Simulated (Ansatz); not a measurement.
The starting structures come from a database of crystals and need not be the phases stable at ambient conditions.

Where the default PAW files enter, the runs use the earlier of Ansatz's two default sets.

Tunnelling through a barrier is set by its complex band structure: the current falls as exp(−2κd) with the smallest κ.

Given:

```
MgS
1.0
    3.60951     0.00000     0.00000
   -1.80476     3.12593     0.00000
    1.80476     1.04198     3.00730
Mg S
1 1
Direct
  0.00000   0.00000   0.00000
  0.00000   0.50000   0.50000
```

Space group of this cell: R-3m. The cell is strained (lengths across the current scaled by 0.98, ions clamped); by r2SCAN its mean pressure is 3.3 GPa.

Transport runs along the normal of the first two printed cell vectors, the (111) (indices of the unstrained crystal) plane of the conventional cell.

No gap correction and no spin-orbit coupling; mid-gap is the computed energy nearest the middle.

Q: Compute, with r2SCAN (Ansatz, an electronic-structure program), the band gap and the smallest decay constant κ at mid-gap.

A: Gap 3.47 eV on a 12×12×12 mesh; κ = 0.252 1/Å, at the zone centre.
